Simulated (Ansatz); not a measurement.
Reference: BeTe (F-43m), PBEsol with spin-orbit coupling, rigid bands (plane waves, PAW; Ansatz, an electronic-structure program); axes and stresses refer to this cell.

```
CELL_PARAMETERS angstrom
      0.00000     2.80237     2.80237
      2.80237     0.00000     2.80237
      2.80237     2.80237     0.00000
ATOMIC_POSITIONS crystal
  Be 0.00000 0.00000 0.00000
  Te 0.75000 0.75000 0.75000
```

The electron conductivity mass comes out as 0.36 mₑ and the hole conductivity mass comes out as 0.38 mₑ. The Seebeck coefficient, n-type 1e19 cm⁻³ is -290 μV/K.

Q: Change: uniaxial stress along [110] of -1 GPa (compression positive). What happens to electron conductivity mass, hole conductivity mass, Seebeck coefficient, n-type 1e19 cm⁻³?

A: electron conductivity mass moves little, to 0.37 mₑ; hole conductivity mass moves little, to 0.39 mₑ; Seebeck coefficient, n-type 1e19 cm⁻³ shrinks in size to -267 μV/K.

Q: Change: uniaxial stress along [110] of -2 GPa (compression positive). What happens to electron conductivity mass, hole conductivity mass, Seebeck coefficient, n-type 1e19 cm⁻³?

A: electron conductivity mass grows to 0.37 mₑ; hole conductivity mass decreases to 0.36 mₑ; Seebeck coefficient, n-type 1e19 cm⁻³ shrinks in size to -218 μV/K.

Q: Change: uniaxial stress along [110] of 1 GPa (compression positive). What happens to electron conductivity mass, hole conductivity mass, Seebeck coefficient, n-type 1e19 cm⁻³?

A: electron conductivity mass moves little, to 0.36 mₑ; hole conductivity mass falls to 0.37 mₑ; Seebeck coefficient, n-type 1e19 cm⁻³ falls in size to -276 μV/K.

Q: Change: uniaxial stress along [111] of -1 GPa (compression positive). What happens to electron conductivity mass, hole conductivity mass, Seebeck coefficient, n-type 1e19 cm⁻³?

A: electron conductivity mass moves little, to 0.36 mₑ; hole conductivity mass moves little, to 0.38 mₑ; Seebeck coefficient, n-type 1e19 cm⁻³ moves little, to -291 μV/K.

Q: Change: uniaxial stress along [111] of -2 GPa (compression positive). What happens to electron conductivity mass, hole conductivity mass, Seebeck coefficient, n-type 1e19 cm⁻³?

A: electron conductivity mass moves little, to 0.37 mₑ; hole conductivity mass falls to 0.34 mₑ; Seebeck coefficient, n-type 1e19 cm⁻³ moves little, to -292 μV/K.

Q: Change: uniaxial stress along [111] of 1 GPa (compression positive). What happens to electron conductivity mass, hole conductivity mass, Seebeck coefficient, n-type 1e19 cm⁻³?

A: electron conductivity mass moves little, to 0.36 mₑ; hole conductivity mass falls to 0.36 mₑ; Seebeck coefficient, n-type 1e19 cm⁻³ moves little, to -289 μV/K.

Masses are for dilute carriers at 300 K, harmonic means over directions unless an axis is named. Seebeck coefficients are for the stated density at 300 K, with one relaxation time for all states and whether or not that doping can be reached. Stresses and pressures are the targets of the relaxation.  The structure type is held under load, also where the real crystal would transform.
